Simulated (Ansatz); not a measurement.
Start from Be in the hcp (Mg type) structure (space group P6_3/mmc, No. 194; a = 2.2552 Å, c = 3.5580 Å; relaxed with 0.1 eV smearing). Axes: x lies along a and z along c of the hexagonal cell.

Method: PBEsol/PAW in Ansatz (a program for electronic structure), scalar-relativistic without spin-orbit coupling.

Perturbation: the cell is scaled by 1.0150 in all directions; the atoms relax in the strained cell.

Q: Predict the stress tensor and what it implies for the stiffness.

A: Stress of the strained cell less that of the base (GPa, compression positive):
```
   -4.9     0.0     0.0
    0.0    -4.9     0.0
    0.0     0.0    -5.6
```

Then B = −ΔP/(ΔV/V₀) with ΔV/V₀ = 0.0457 gives secant stiffness values (nonlinear terms included at this strain): B (at held cell shape, above the free-shape value) ≈ 113 GPa.

As a check, the harmonic strain energy −½ V₀ Δσ:ε is 5.7 meV/atom; the computed energy rise is 6.0 meV/atom.

Whether these cells are dynamically stable was not tested.
